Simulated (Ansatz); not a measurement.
## What biaxial strain +1.66 %, plane normal [001], relaxed out of plane does to NbAs

Start from NbAs (space group I4_1md, No. 109; a = 3.4739 Å, c = 11.7493 Å; relaxed with 0.1 eV smearing). Axes: x, y, z lie along a, b, c of the conventional cell.

Modification: biaxial strain +1.66 %, plane normal [001], relaxed out of plane (Cartesian); in-plane vectors clamped, the third vector and the atoms free.

Calculations: plane-wave PAW DFT at the PBE level (Ansatz, a first-principles code, 420 eV), scalar-relativistic without spin-orbit coupling. Settings: 23×23×23 k-points, 0.1 eV Fermi–Dirac smearing.

```tsv
quantity	base	changed	shift
volume per atom	17.72 Å³	18.03 Å³	+0.31 Å³
space group	I4_1md (No. 109)	I4_1md (No. 109)	–
shortest interatomic distance	2.631 Å	2.641 Å	+0.0095 Å
energy relative to the base (free energy F)	0 meV/atom	+8.9 meV/atom	+8.9 meV/atom
pressure (mean of the normal stresses, compression positive)	0.0 GPa	-3.2 GPa	-3.2 GPa
band gap	zero	zero	–
out-of-plane strain	–	-1.54 %	–
ratio −ε⊥/ε∥	–	0.93	–
```

Final structure (turned so that z lies along the plane normal):

```
CELL_PARAMETERS angstrom
      3.53153     0.00000     0.00000
      0.00000     3.53153     0.00000
      1.76577    -1.76577     5.78409
ATOMIC_POSITIONS crystal
  Nb 0.00187 0.99813 0.99627
  Nb 0.25187 0.24813 0.49627
  As 0.58213 0.41787 0.83573
  As 0.83213 0.66787 0.33573
```

Stability against distortions was not tested. All final runs are without spin polarisation. The zero or small gap of NbAs can change with the level of theory.
